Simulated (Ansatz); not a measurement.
**Refining one setting for SrCu4Ag (Cmmm, 6 atoms in the cell)**

```yaml
crystal:
  lattice:
    - [2.51115, -4.94333, 0.00000]
    - [2.51115, 4.94333, 0.00000]
    - [0.00000, 0.00000, 4.17832]
  atoms:
    - { symbol: Sr, position: [0.50000, 0.50000, 0.00000] }
    - { symbol: Cu, position: [0.19213, 0.80787, 0.00000] }
    - { symbol: Cu, position: [0.80787, 0.19213, 0.00000] }
    - { symbol: Cu, position: [0.00000, 0.50000, 0.50000] }
    - { symbol: Cu, position: [0.50000, 0.00000, 0.50000] }
    - { symbol: Ag, position: [0.00000, 0.00000, 0.50000] }
```

Computed with PBEsol, default PAW files made with PBE (plane waves; Ansatz, an electronic-structure program).

The starting cell comes from a database of computed structures (which also holds hypothetical and non-ambient phases and stackings), without a prior relaxation at this level. Spin polarisation is off. In the base run, with a pressure of about -4 GPa the cell is away from its equilibrium volume at this level. Ansatz's pressure includes its estimate of the finite-basis (Pulay) stress.

Held fixed: kpoints.mp_grid.grid = 4 4 5; hamiltonian.xc = pbesol; hamiltonian.pseudopotentials = {kind: paw} (the program's default PAW files); scf.occupations.method = methfessel_paxton; scf.occupations.width = 0.01 Ry.

ΔF is the free energy per atom less that of the last row (61.7 Ry).

The first pressure column holds Ansatz's estimate of the finite-basis (Pulay) stress, which hides part of the cutoff error; the other is without it.

```tsv
basis.ecutwfc	ΔF (meV/atom)	pressure (GPa)	largest force (eV/Å)	pressure at a fixed set of plane waves (GPa)	plane waves	iterations
12.5 Ry	33978.8	7.66	1.493	-1253.13	535	11
15.4 Ry	8552.5	-4.33	0.261	-396.94	715	12
18.4 Ry	1878.3	-1.50	0.029	-116.95	933	11
21.7 Ry	258.3	-3.17	0.082	-26.30	1181	10
24.6 Ry	[?]	-3.92	0.042	-7.66	1449	11
27.9 Ry	[?]	-4.03	0.028	-4.22	1749	10
30.9 Ry	2.1	-4.04	0.028	-4.10	2033	10
35.6 Ry	0.69	-4.05	0.027	-4.09	2491	11
40.1 Ry	0.26	-4.05	0.027	-4.06	2997	10
46.3 Ry	0.13	-4.05	0.027	-4.06	3739	10
54 Ry	0.03	-4.05	0.027	-4.05	4677	10
61.7 Ry	0.00	-4.05	0.027	-4.05	5747	10
```

Q: Complete the blanks.

A: 
- 24.6 Ry, ΔF (meV/atom): 30.7
- 27.9 Ry, ΔF (meV/atom): 3.3

Keys are those of Ansatz 0.2.
